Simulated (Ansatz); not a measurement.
Worked example: self-consistent single point of CdAu (P4mm, 2 atoms in the cell) in Ansatz (a quantum-chemistry and plane-wave program).

Method of the run: LDA (PW92), default PAW files made with PBE (plane waves; Ansatz).

```yaml
crystal:
  lattice:
    - [3.35088, 0.00000, 0.00000]
    - [0.00000, 3.35088, 0.00000]
    - [0.00000, 0.00000, 3.35088]
  atoms:
    - { symbol: Cd, position: [0.00000, 0.00000, 0.01492] }
    - { symbol: Au, position: [0.50000, 0.50000, 0.50000] }
```

Reference input (self-consistent single point, DFT, LDA (PW92), plane waves, default PAW files made with PBE): basis.ecutwfc = 420 eV; kpoints.mp_grid.grid = 10 10 10; hamiltonian.xc = lda; hamiltonian.pseudopotentials = {kind: paw} (the program's default PAW files); scf.occupations.method = fermi_dirac; scf.occupations.width = 0.1 eV. This run's input differs from it in these lines:

Ansatz 0.2 input:
```diff
@@ -10,3 +10,3 @@
 basis:
-  ecutwfc: 420.0 eV
+  ecutwfc: 565.0 eV
 kpoints:
```

Log, with long lists cut:

```
SCF iter   1: F=—  HF=-20983.170080 eV  |F-HF|=—  |Δ(HF+E_count)|=         —  Δρ=8.94e-3  dr2=1.83e-2  ethr=1.77e-3  ⟨swp⟩=5.7  Hψ=11913  notcnv=0
all-band conjugate gradients solve this SCF's bands
preconditioner: auto → Kerker (q_TF=auto, 2.745 Å⁻¹)
SCF iter   2: F=—  HF=-20983.165483 eV  |F-HF|=—  |Δ(HF+E_count)|=   4.60e-3  Δρ=3.42e-3  dr2=2.16e-3  ethr=4.68e-5  ⟨swp⟩=2.3  Hψ=5669  notcnv=0  defer=3
SCF iter   3: F=—  HF=-20983.164914 eV  |F-HF|=—  |Δ(HF+E_count)|=   5.69e-4  Δρ=1.03e-3  dr2=1.52e-4  ethr=5.54e-6  ⟨swp⟩=2.0  Hψ=3738  notcnv=0  defer=3
SCF iter   4: F=—  HF=-20983.164903 eV  |F-HF|=—  |Δ(HF+E_count)|=   1.14e-5  Δρ=1.46e-4  dr2=9.77e-6  ethr=3.90e-7  ⟨swp⟩=2.9  Hψ=5353  notcnv=0  defer=3
SCF iter   5: F=—  HF=-20983.164893 eV  |F-HF|=—  |Δ(HF+E_count)|=   9.53e-6  Δρ=4.90e-5  dr2=9.78e-7  ethr=2.51e-8  ⟨swp⟩=2.3  Hψ=4023  notcnv=0  defer=3
SCF iter   6: F=-20983.164893 eV  HF=-20983.164893 eV  |F-HF|=4.69e-8  |Δ(HF+E_count)|=   2.85e-7  Δρ=1.44e-5  dr2=6.21e-8  ethr=2.56e-10  ⟨swp⟩=5.4  Hψ=12280  notcnv=0
SCF 1 converged in 6 iterations: F = -20983.164893 eV  dr2 = 6.21e-8
Free energy (F): -20983.164893 eV
Internal energy: -20983.148372 eV  (E = F + TS)
E sigma→0 (E₀):  -20983.156632 eV
Entropy (-TS):   -0.016521 eV (-8.261 meV/atom)
Fermi energy:    17.396682 eV
--- Forces (eV/Å), atoms counted from 1 ---
  atom   1  Cd     0.00000000     0.00000000    -0.14152258
  atom   2  Au    -0.00000000     0.00000000     0.14151914
--- Stress (GPa, compression-positive) ---
       -7.017817       0.000000       0.000000
        0.000000      -7.017817       0.000000
        0.000000       0.000000      -7.097233
  P = ⅓ Tr σ = -7.0443 GPa (-70.443 kbar)
  The stress holds the Pulay correction. Without it, at fixed plane waves, as pw.x and ABINIT print it: P = -7.0567 GPa
```

The run converged in 6 iterations. Against the reference run the free energy falls by 1.1 meV/atom, the pressure stays at -7.04 GPa and the largest force stays at 0.142 eV/Å.

The starting cell comes from a database of computed structures (which also holds hypothetical and non-ambient phases and stackings), without a prior relaxation at this level. Its lattice was rescaled by up to half a per cent. One atom was moved a little off its site on purpose. Ansatz's pressure includes its estimate of the finite-basis (Pulay) stress.
